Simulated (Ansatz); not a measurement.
The parent structure is ZrC in the rock salt structure (space group Fm-3m, No. 225; relaxed with 0.1 eV smearing).

Space group Fm-3m (No. 225); a = b = c = 4.7088 Å, α = β = γ = 90.00°

```json
[
 {"atom": "Zr", "site": "4a", "symmetry": "m-3m", "x": "0.0000", "y": "0.0000", "z": "0.0000"},
 {"atom": "C", "site": "4b", "symmetry": "m-3m", "x": "0.5000", "y": "0.5000", "z": "0.5000"}
]
```
(The calculation used a cell of 2 atoms; values per cell refer to that cell.)

Level of theory: Ansatz (a program for electronic structure), PBE, PAW, cutoff 420 eV, no spin-orbit coupling.

Strains are applied to the cell and any free atomic positions relax.

One change was made to it. Results:

| quantity | base | after |
|---|---|---|
| pressure | 0.0 GPa | 19.7 GPa |
| energy relative to the base (free energy F) | 0 meV/atom | +55 meV/atom |

**Question.** Which of these changes matches the shifts?
A. isotropic strain +2.50 %
B. isotropic strain −2.50 %
C. isotropic strain −1.50 %
D. isotropic strain −0.50 %

**Answer.** B, isotropic strain −2.50 %. For comparison, the energy relative to the base in the other runs: isotropic strain −1.50 % gives +19 meV/atom; isotropic strain +2.50 % gives +47 meV/atom; isotropic strain −0.50 % gives +2.1 meV/atom.

Stability against distortions was not tested. All final runs are without spin polarisation.
